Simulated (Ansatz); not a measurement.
Results of PBEsol (Ansatz, a first-principles code, plane waves, PAW) for LaGaO₃ (Imma, No. 74, 10 atoms in the cell; start mp-556983; a measured phase of this formula has another space group).

Run with plane-wave cutoff 520 eV, 8×8×8 k mesh, Fermi–Dirac smearing 0.01 eV, scalar-relativistic PAW data made under PBE.

Cell (relaxed at this level):

Space group Imma (No. 74); a = 5.466 Å, b = 7.734 Å, c = 5.531 Å, α = β = γ = 90.00°

| atom | site | symmetry | x | y | z |
|---|---|---|---|---|---|
| La | 4e | mm2 | 0.0000 | 0.7500 | 0.0071 |
| Ga | 4b | 2/m.. | 0.0000 | 0.0000 | 0.5000 |
| O | 8g | .2. | 0.2500 | 0.5428 | 0.2500 |
| O | 4e | mm2 | 0.0000 | 0.2500 | 0.4222 |
(The calculation used a cell of 10 atoms; values per cell refer to that cell.)

Estimate the band gap and smallest direct gap on the k points sampled that the calculation returns.


- band gap: 3.48 eV
- smallest direct gap on the k points sampled: 3.64 eV

Spin–orbit coupling is not included.

The computed numbers hold no vibrational or temperature effects.

It cost roughly 40 core-seconds of CPU time.

A start named mp-… is a Materials Project structure, which need not be a measured phase.
